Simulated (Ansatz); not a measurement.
**Predicting one run from its neighbours: the energy against the vacuum, a (001) slab of Al (cut from a parent of space group no. 225; 4 atoms in the cell)**

```
Al
1.0
    2.87237     0.00000     0.00000
   -2.87237     2.87237     0.00000
    0.00000     0.00000    36.09330
Al
4
Direct
  0.00000   0.00000   0.47186
  0.00000   0.50000   0.41559
  0.00000   0.00000   0.58441
  0.00000   0.50000   0.52814
```

Computed with PBEsol, PAW files made with PBE (plane waves; Ansatz, an electronic-structure program).

Base settings: basis.ecutwfc = 420 eV; kpoints.mp_grid.grid = 15 15 1; hamiltonian.xc = pbesol; hamiltonian.pseudopotentials = {kind: paw} (the program's default PAW files); scf.occupations.method = gaussian; scf.occupations.width = 0.1 eV.

The last step of the ladder, which sets the zero, is vacuum between outermost atoms (Å) = 30.0.

The starting cell has typed, rounded lattice constants, without a prior relaxation at this level. The slab is cut from that crystal, and its faces are unrelaxed. Its lattice was rescaled by up to half a per cent.

The differences are negative here: closer images bind.

An empirical form: the interaction of two facing surfaces decays exponentially with the gap, by the tails of the wave functions or, on ionic faces, by the in-plane pattern of charges: ln|ΔF| = a + b·d. One k-point is taken across the vacuum.

| vacuum (Å) | size of F less the last step's (meV/atom) | ln of it |
|---|---|---|
| 3.0 | 113.02 | 4.728 |
| 4.0 | 54.63 | 4.001 |
| 5.0 | 22.73 | 3.124 |
| 6.0 | ? | ? |
| 7.0 | 3.13 | 1.141 |

Question: Fit the line to the 4 rows given and predict the withheld one.

Answer: Means: x̄ = 4.7500, ȳ = 3.2485. Σ(x − x̄)(y − ȳ) = -7.927 and Σ(x − x̄)² = 8.750, so b = -0.9059 and a = ȳ − b·x̄ = 7.5515; the decay length is 1.10 Å. The largest residual of the fitted rows is 0.11. At x = 6.0 the line gives 2.116, that is 8.30 meV/atom. The run gave 8.56 meV/atom, a miss of 0.26 meV/atom (3 %). The table is a window of a longer ladder. The rows were chosen because the form fits them, the withheld one included, so this shows the method and is no test of the form.

Left out of this page: 7 runs of the series outside the window shown, repeating another row's setting, or not comparable.

Keys are those of Ansatz 0.2.
